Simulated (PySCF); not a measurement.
PySCF 2.14.0, HF/def2-svpd, df: CC(C)[Te], charge +1, multiplicity 1, 11 atoms. The geometry is a generated start, not checked to be a minimum at this level.

| Item | Result |
|---|---|
| task | energy |
| method | hf |
| basis | def2-svpd |
| two-electron scheme | density fitting |
| mol.max_memory | 3000 MB |
| mf.max_cycle | 100 |
| mf.conv_tol | 1e-09 (default) |
| effective core potentials | those of the basis set, past Kr |
| basis functions | 151 |

```xyz
11

C     -1.0622    -0.7517     0.1966
C     -0.1527     0.3992    -0.0529
C      1.3084     0.1272    -0.0544
Te    -0.8552     2.4042     0.2751
H     -0.8350    -1.2023     1.1643
H     -0.8933    -1.5387    -0.5428
H     -2.1155    -0.4748     0.1803
H     -0.4681     0.9425    -1.0517
H      1.6222    -0.1917     0.9445
H      1.5456    -0.7086    -0.7203
H      1.9056     0.9946    -0.3387
```

Charge 1 and multiplicity 1 are set for this test and not shown to be the ground state.

With the defaults (mf.diis = true, mf.level_shift = 0, mf.damp = 0, mf.diis_start_cycle = 1, mf.init_guess = minao, mf.diis_damp = 0, mf.diis_space = 8, mf.DIIS = CDIIS) it converges in 17 Fock builds. One run each on 2 threads, 1 BLAS thread, with these changes:
- mf.DIIS = EDIIS
- mf.level_shift = 0.1 Hartree
- mf.init_guess = mod_huckel
- mf.diis = false
- mf.damp = 0.3, mf.diis_start_cycle = 4
- mf.level_shift = 1 Hartree
- mf.damp = 0.7, mf.diis_start_cycle = 8
- mf.diis_damp = 0.3
- mf.diis_space = 12

Task: Which runs fail or end elsewhere than the default run?

Result: No convergence: mf.diis = false (the run ends without SCF convergence in 100 cycles). The rest reach the solution of the defaults.

```json
[
 {"setting": "mf.damp = 0.3, mf.diis_start_cycle = 4", "Fock builds": "16", "end": "same solution"},
 {"setting": "mf.diis_damp = 0.3", "Fock builds": "16", "end": "same solution"},
 {"setting": "the defaults", "Fock builds": "17", "end": "same solution"},
 {"setting": "mf.diis_space = 12", "Fock builds": "17", "end": "same solution"},
 {"setting": "mf.init_guess = mod_huckel", "Fock builds": "19", "end": "same solution"},
 {"setting": "mf.damp = 0.7, mf.diis_start_cycle = 8", "Fock builds": "20", "end": "same solution"},
 {"setting": "mf.level_shift = 0.1 Hartree", "Fock builds": "22", "end": "same solution"},
 {"setting": "mf.level_shift = 1 Hartree", "Fock builds": "40", "end": "same solution"},
 {"setting": "mf.DIIS = EDIIS", "Fock builds": "65", "end": "same solution"},
 {"setting": "mf.diis = false", "Fock builds": "101", "end": "no convergence"}
]
```
